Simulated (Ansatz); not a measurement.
Consider CdS in the zinc blende structure (space group F-43m, No. 216; a = 5.878 Å). Axes: x, y, z lie along the cube axes.

Structures relaxed with r2SCAN in Ansatz (plane waves to 500 eV, PAW, no spin-orbit coupling).

Base:

Simulated powder pattern, Cu Kα1, λ = 1.54056 Å (kinematic, ideal powder, no thermal factors, no anomalous dispersion; the 8 strongest lines at most, above 2 %, up to 2θ = 90°):

```json
[
 {"2θ (°)": "26.24", "I/Imax (%)": "100", "hkl": "(111)"},
 {"2θ (°)": "30.39", "I/Imax (%)": "23", "hkl": "(200)"},
 {"2θ (°)": "43.51", "I/Imax (%)": "56", "hkl": "(220)"},
 {"2θ (°)": "51.53", "I/Imax (%)": "44", "hkl": "(311)"},
 {"2θ (°)": "63.23", "I/Imax (%)": "8.7", "hkl": "(400)"},
 {"2θ (°)": "69.67", "I/Imax (%)": "17", "hkl": "(331)"},
 {"2θ (°)": "79.88", "I/Imax (%)": "18", "hkl": "(422)"},
 {"2θ (°)": "85.84", "I/Imax (%)": "13", "hkl": "(333)"}
]
```

After one change:

Simulated powder pattern, Cu Kα1, λ = 1.54056 Å (kinematic, ideal powder, no thermal factors, no anomalous dispersion; the 8 strongest lines at most, above 2 %, up to 2θ = 90°):

| 2θ (°) | I/Imax (%) |
|---|---|
| 26.43 | 100 |
| 31.32 | 15 |
| 43.31 | 39 |
| 44.88 | 17 |
| 50.04 | 16 |
| 52.84 | 28 |
| 69.46 | 12 |
| 81.67 | 11 |

### Question
Name the change that was made.
A) isotropic strain +1.23 %
B) biaxial strain −2.90 %, plane normal [001], relaxed out of plane
C) uniaxial strain ε_yy = +0.73 %
D) uniaxial stress, 1 GPa compression along x

### Answer
B, biaxial strain −2.90 %, plane normal [001], relaxed out of plane. Its volume per atom is 24.93 Å³ against 25.38 Å³, and its space group is I-4m2 (No. 119).

Stability under load was not tested beyond the relaxation.

Ansatz is an electronic-structure program.
